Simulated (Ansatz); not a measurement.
The reference is SiC (space group P6_3mc, No. 186).

```yaml
crystal:
  lattice:
    - [3.07808, 0.00000, 0.00000]
    - [-1.53904, 2.66570, 0.00000]
    - [0.00000, 0.00000, 10.07605]
  atoms:
    - { symbol: Si, position: [0.00000, 0.00000, 0.50032] }
    - { symbol: Si, position: [0.00000, 0.00000, 0.00032] }
    - { symbol: Si, position: [0.33333, 0.66667, 0.25025] }
    - { symbol: Si, position: [0.66667, 0.33333, 0.75025] }
    - { symbol: C, position: [0.00000, 0.00000, 0.31286] }
    - { symbol: C, position: [0.00000, 0.00000, 0.81286] }
    - { symbol: C, position: [0.33333, 0.66667, 0.06221] }
    - { symbol: C, position: [0.66667, 0.33333, 0.56221] }
```

The values are results of PBEsol, PAW, 420 eV (Ansatz, a first-principles code; spin-orbit coupling left out), not measurements.

Before the change:

| Quantity | Value |
|---|---|
| Smallest direct gap | 3.24 eV |
| Width of the top valence band | 2.47 eV |

Perturbation: every lattice vector is shortened by 1.50 %; the atoms relax in the strained cell.

Task: What does the calculation give for the mean gap deformation potential ΔEg/Δln V, energy relative to the base, smallest direct gap and width of the top valence band after the change?

Result: The mean gap deformation potential ΔEg/Δln V amounts to -0.2 eV; the energy rises by 15 meV/atom; the smallest direct gap grows by 0.02 eV, from 3.24 eV to 3.26 eV; the width of the top valence band goes up by 0.07 eV to 2.54 eV.

Whether these cells are dynamically stable was not tested.
